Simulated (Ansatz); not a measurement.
An Ansatz (a quantum-chemistry and plane-wave program) run: Cu with a change (isotropic strain +3.29 %); Kohn–Sham DFT with the PBE functional, run in Ansatz with PAW and 420 eV plane waves, spin-orbit coupling left out, earlier PAW set.

Input:

Ansatz 0.2 input:
```yaml
crystal:
  lattice:
    - [0, 1.8741934805, 1.8741934805]
    - [1.8741934805, 0, 1.8741934805]
    - [1.8741934805, 1.8741934805, 0]
  atoms:
    - { symbol: Cu, position: [0, 0, 0] }
basis: { ecutwfc: 420, ecutrho_ratio: 4, xc_grid: 2, fft_grid_basis: typed }
kpoints: { mp_grid: { grid: [31, 31, 31] } }
hamiltonian:
  xc: pbe
  dispersion: none
  pseudopotentials: { azcp: { folder: ./paw }, kind: paw }
scf: { occupations: { method: fermi_dirac, width: 0.1 }, convergence: { dr2_threshold: 0.0000000001 } }
relax: { f_tol: 0.005, max_steps: 50 }
output: { forces: true, stress: true }
checkpoint: { write: state.ck, write_every: 1000 }
```

Output (explanatory and most iteration lines left out):

```
Relaxation: its limit of steps is 50 (relax.max_steps)
Pseudopotential: Cu, paw, valence charge 19
Crystal: 1 atoms, lattice volume = 13.167 Å³
Basis set: ecut = 420 eV, 259 PW (Γ), exchange–correlation on 36×36×36 points (8 copies of the dense FFT grid, shifted against one another)
Bands: 14, of which v1, the nominal top of the filled ones, is band 10 counted from 1 (9 counted from 0)
Symmetry: 48 space group operations
Space group: Fm-3m (ITA 225), of the structure as read, at distance tolerance 2.4e-5 Å
k-points: 816 of 29791
Functional: x = pbe(κ = 0.804, μ = 0.2195149727645171), c = pbe(β = 0.06672455060314922)
SCF iter   1: F=—  HF=-6625.997688 eV  |F-HF|=—  |Δ(HF+E_count)|=         —  Δρ=2.50e-1  dr2=5.06e0  ethr=3.10e-3  ⟨swp⟩=4.6  Hψ=53857  notcnv=0
SCF iter   2: F=—  HF=-6625.159133 eV  |F-HF|=—  |Δ(HF+E_count)|=   8.39e-1  Δρ=3.93e-2  dr2=1.56e-1  ethr=3.10e-3  ⟨swp⟩=2.8  Hψ=27810  notcnv=0  defer=50
SCF 1 converged in 8 iterations: F = -6625.143662 eV  dr2 = 4.15e-13
relax step   1: F+E_penalty+E_count = -6625.14366212 eV  Δ(F+E_penalty+E_count) = +0.000e0 eV  max|allowed force component| = 0.000e0 eV/Å  Δτ_max = 0.0000 Å  (8 SCF iters, accepted)
SCF converged after 8 iterations
Free energy (F): -6625.143662 eV
Internal energy: -6625.132813 eV  (E = F + TS)
E sigma→0 (E₀):  -6625.138238 eV
Entropy (-TS):   -0.010849 eV (-10.849 meV/atom)
Fermi energy:    14.185851 eV
--- Forces (eV/Å), atoms counted from 1 ---
  atom   1  Cu     0.00000000     0.00000000     0.00000000
--- Stress (GPa, compression-positive) ---
      -10.715754       0.000000      -0.000000
        0.000000     -10.715754      -0.000000
        0.000000      -0.000000     -10.715754
  P = ⅓ Tr σ = -10.7158 GPa (-107.158 kbar)
--- Relaxed structure (1 steps of the walk, 1 accepted, 0 SCFs on fresh bases) ---
  atoms:
    - { symbol: Cu, position: [0.0, 0.0, 0.0] }
```

Whether these cells are dynamically stable was not tested. The final runs are not spin-polarised. The cell was made from Cu in the fcc (Cu type) structure (space group Fm-3m, No. 225) by this change: isotropic strain +3.29 %.
